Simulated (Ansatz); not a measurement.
## Hypothetical diamond Pt: pressure series

Base system: Pt in the diamond structure (space group Fd-3m, No. 227; a = 5.688 Å; a hypothetical phase, not in the database extracts checked).

Cell and atoms are relaxed at each pressure.

Computed with PBEsol (Ansatz, a program for electronic structure), scalar-relativistic without spin-orbit coupling.

Notes on the quantities. enthalpy: H = E + PV relative to the base's energy.

```json
[
 {"variant": "base", "enthalpy": "–", "lattice parameter a": "5.688 Å"},
 {"variant": "pressure −2 GPa", "enthalpy": "-0.29 eV/atom", "lattice parameter a": "5.718 Å"},
 {"variant": "pressure −1 GPa", "enthalpy": "-0.14 eV/atom", "lattice parameter a": "5.703 Å"},
 {"variant": "pressure 0.3 GPa", "enthalpy": "+0.04 eV/atom", "lattice parameter a": "5.684 Å"},
 {"variant": "pressure 0.7 GPa", "enthalpy": "+0.10 eV/atom", "lattice parameter a": "5.679 Å"},
 {"variant": "pressure 1.5 GPa", "enthalpy": "+0.21 eV/atom", "lattice parameter a": "5.668 Å"},
 {"variant": "pressure 3 GPa", "enthalpy": "+0.43 eV/atom", "lattice parameter a": "5.649 Å"},
 {"variant": "pressure 5 GPa", "enthalpy": "+0.71 eV/atom", "lattice parameter a": "5.625 Å"},
 {"variant": "pressure 7.5 GPa", "enthalpy": "+1.05 eV/atom", "lattice parameter a": "5.597 Å"},
 {"variant": "pressure 10 GPa", "enthalpy": "+1.39 eV/atom", "lattice parameter a": "5.571 Å"}
]
```

Load acts through the strain it causes; cell and atoms are relaxed under it. Whether these cells are dynamically stable was not tested. No other phases were tried under pressure. The final runs are not spin-polarised. Pt has a high density of states at the Fermi level and may be magnetic at this level.
